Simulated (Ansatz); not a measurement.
# A computed series for hypothetical P4/nmm Re2B: response to strain

The reference is Re2B (space group P4/nmm, No. 129; a hypothetical phase, not in the database extracts checked).

```
CELL_PARAMETERS angstrom
      3.51259     0.00000     0.00000
      0.00000     3.51259     0.00000
      0.00000     0.00000     5.94047
ATOMIC_POSITIONS crystal
  Re 0.00000 0.00000 0.00000
  Re 0.50000 0.50000 0.00000
  Re 0.50000 0.00000 0.35000
  Re 0.00000 0.50000 0.65000
  B  0.50000 0.00000 0.71204
  B  0.00000 0.50000 0.28796
```

Cartesian axes are those of the cell as printed.

Strains are applied to the cell and any free atomic positions relax; under biaxial strain the out-of-plane vector relaxes too.

All numbers come from Ansatz (a program for electronic structure) PBE-D3(BJ), no spin-orbit coupling.

Notes on the quantities. pressure: mean of the normal stresses, compression positive.

```json
[
 {"change": "base", "volume per atom": "12.22 Å³", "pressure": "0.0 GPa", "space group": "P4/nmm (No. 129)"},
 {"change": "biaxial strain −0.61 %, plane normal [001], relaxed out of plane", "volume per atom": "12.12 Å³", "pressure": "2.5 GPa", "space group": "P4/nmm (No. 129)"},
 {"change": "biaxial strain −0.22 %, plane normal [001], relaxed out of plane", "volume per atom": "12.18 Å³", "pressure": "0.9 GPa", "space group": "P4/nmm (No. 129)"},
 {"change": "isotropic strain +1.16 %", "volume per atom": "12.65 Å³", "pressure": "-10.8 GPa", "space group": "P4/nmm (No. 129)"},
 {"change": "uniaxial strain ε_yy = −5.46 %", "volume per atom": "11.55 Å³", "pressure": "20.5 GPa", "space group": "Pmmn (No. 59)"}
]
```

Without a gap, meshes like the base's 13×13×8 leave anisotropic stresses uncertain by several tenths of a GPa, and small strain energies with them. Whether these cells are dynamically stable was not tested. The final runs are not spin-polarised. The program warned that a D3 coordination switch lies within reach, so dispersion energies are less smooth here.
